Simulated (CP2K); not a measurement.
**Worked example: self-consistent single point of Ba (Cmcm, 2 atoms in the cell) in CP2K**

Method: PBEsol, GPW, DZVP-MOLOPT-SR-GTH basis, GTH-PBE potentials (GTH_POTENTIALS) in CP2K 2026.2.

The input file:

```
&GLOBAL
  PROJECT scf
  RUN_TYPE ENERGY_FORCE
  PRINT_LEVEL LOW
&END GLOBAL
&FORCE_EVAL
  METHOD Quickstep
  STRESS_TENSOR ANALYTICAL
  &DFT
    BASIS_SET_FILE_NAME BASIS_MOLOPT
    POTENTIAL_FILE_NAME GTH_POTENTIALS
    &QS
      METHOD GPW
      EPS_DEFAULT 1E-10
    &END QS
    &MGRID
      CUTOFF 500
      REL_CUTOFF 60
      NGRIDS 5
    &END MGRID
    &SCF
      SCF_GUESS ATOMIC
      EPS_SCF 1E-6
      MAX_SCF 100
      ADDED_MOS 5
      &DIAGONALIZATION
        ALGORITHM STANDARD
      &END DIAGONALIZATION
      &MIXING
        METHOD BROYDEN_MIXING
        ALPHA 0.3
        NBUFFER 10
        BETA 1.5
      &END MIXING
      &SMEAR ON
        METHOD GAUSSIAN
        SIGMA [eV] 0.272
      &END SMEAR
    &END SCF
    &KPOINTS
      SCHEME MONKHORST-PACK 6 6 3
      GAMMA_CENTERED T
    &END KPOINTS
    &XC
      &XC_FUNCTIONAL
        &PBE
          PARAMETRIZATION PBESOL
        &END PBE
      &END XC_FUNCTIONAL
    &END XC
    &PRINT
      &MO
        EIGENVALUES T
        OCCUPATION_NUMBERS T
        NDIGITS 8
        FILENAME mo
        &EACH
          QS_SCF 0
        &END EACH
        ADD_LAST NUMERIC
      &END MO
      &MULLIKEN OFF
      &END MULLIKEN
    &END PRINT
  &END DFT
  &SUBSYS
    &CELL
      ABC 4.46708000 4.46707964 7.26926800
      ALPHA_BETA_GAMMA 90.00000000 90.00000000 122.26957314
      PERIODIC XYZ
    &END CELL
    &COORD
      Ba       2.06611502     1.32350250     5.45195100
      Ba       0.01597598     2.45361650     1.81731700
    &END COORD
    &KIND Ba
      BASIS_SET DZVP-MOLOPT-SR-GTH-q10
      POTENTIAL GTH-PBE-q10
    &END KIND
  &END SUBSYS
  &PRINT
    &FORCES ON
    &END FORCES
    &STRESS_TENSOR ON
    &END STRESS_TENSOR
  &END PRINT
&END FORCE_EVAL
```

Output, abridged:

```
 GLOBAL| Method name                                                        CP2K
 GLOBAL| Project name                                                        scf
 GLOBAL| Run type                                                   ENERGY_FORCE

 TOTAL NUMBERS AND MAXIMUM NUMBERS

  Total number of            - Atomic kinds:                                   1
                             - Atoms:                                          2
                             - Shell sets:                                     2
                             - Shells:                                        12
                             - Primitive Cartesian functions:                 12
                             - Cartesian basis functions:                     30
                             - Spherical basis functions:                     28

  Maximum angular momentum of- Orbital basis functions:                        2
                             - Local part of the GTH pseudopotential:          2
                             - Non-local part of the GTH pseudopotential:      3

 SCF PARAMETERS         Density guess:                                    ATOMIC
                        max_scf:                                             100
                        max_diis:                                              4
                        eps_scf:                                        1.00E-06
                        eps_diis:                                       1.00E-01
                        eps_eigval:                                     1.00E-05
                        level_shift [a.u.]:                             0.000000
                        added MOs                                         5    0
                        Mixing method:                            BROYDEN_MIXING
                                                charge density mixing in g-space
                        Smear method:                                   GAUSSIAN
                        Smearing width (sigma) [a.u.]:                  1.00E-02
                        Accuracy threshold:                             1.00E-10
                        No outer SCF

 Extrapolation method: initial_guess

 Number of electrons:                                                         20
 Number of occupied orbitals:                                                 10
 Number of molecular orbitals:                                                15

 Number of orbital functions:                                                 28
 Number of independent orbital functions:                                     28

 SCF WAVEFUNCTION OPTIMIZATION

  Step     Update method      Time    Convergence         Total energy    Change
     1 NoMix/Diag. 0.30E+00      -     1.17692593       -51.1562902358 -5.12E+01
     2 Broy./Diag. 0.30E+00      -     0.00188559       -50.7519013932  4.04E-01
     3 Broy./Diag. 0.30E+00      -     0.01095918       -50.6981568250  5.37E-02
     4 Broy./Diag. 0.30E+00      -     0.00402480       -50.7604413911 -6.23E-02
     5 Broy./Diag. 0.30E+00      -     0.00485790       -50.8122711331 -5.18E-02
     6 Broy./Diag. 0.30E+00      -     0.00045358       -50.8304036328 -1.81E-02
     7 Broy./Diag. 0.30E+00      -     0.00030573       -50.8351786954 -4.78E-03
   [... 2 lines left out ...]
    10 Broy./Diag. 0.30E+00      -     0.00002305       -50.8324518967  4.77E-04
    11 Broy./Diag. 0.30E+00      -     0.00001363       -50.8322662243  1.86E-04
    12 Broy./Diag. 0.30E+00      -     0.00000539       -50.8322685392 -2.31E-06
    13 Broy./Diag. 0.30E+00      -     0.00000128       -50.8322770481 -8.51E-06
    14 Broy./Diag. 0.30E+00      -     0.00000091       -50.8322866270 -9.58E-06

  *** SCF run converged in    14 steps ***

  Electronic density on regular grids:        -19.9999999998        0.0000000002
  Core density on regular grids:               19.9999999972       -0.0000000028
  Total charge density on r-space grids:       -0.0000000026
  Total charge density g-space grids:          -0.0000000026

  Overlap energy of the core charge distribution:               0.00000000000000
  Self energy of the core charge distribution:               -104.47955250884375
  Core Hamiltonian energy:                                     20.37606146212482
  Hartree energy:                                              40.55254987304772
  Exchange-correlation energy:                                 -7.27731729224905
  Smearing free energy correction:                             -0.00402816263214
  Fermi energy:                                                 0.19241943521846

  Total energy:                                               -50.83228662698708
  Total energy (extrapolated to sigma->0):                    -50.83027254567101

 ENERGY| Total FORCE_EVAL ( QS ) energy [hartree]            -50.832288981095012

 FORCES| Atomic forces [hartree/bohr]
 FORCES|   Atom     x               y               z               |f|
 FORCES|      1  1.00924752E-03 -5.56334301E-04 -3.68157480E-14   1.15242718E-03
 FORCES|      2 -1.00924750E-03  5.56334300E-04 -2.31943071E-14   1.15242716E-03
 FORCES| Sum     2.23493264E-11 -8.22358241E-13 -6.00100551E-14
 FORCES| Total atomic force                                       2.23645314E-11

 STRESS| Analytical stress tensor [bar]
 STRESS|                        x                   y                   z
 STRESS|      x        3.74360786961E+03   1.04104958833E+03   8.51977181030E-10
 STRESS|      y        1.04104958833E+03   5.05831932166E+03  -5.38845219255E-09
 STRESS|      z        8.51977181030E-10  -5.38845219255E-09   6.06135197838E+03
 STRESS| 1/3 Trace                                             4.95442638988E+03
```

The run converged in 14 iterations.

The starting cell comes from a database of computed structures (which also holds hypothetical and non-ambient phases and stackings), without a prior relaxation at this level. Its lattice was rescaled by a random factor within 2.5 % of one. Values carry the incompleteness of an atom-centred basis. The potentials were made for another functional than the one used.
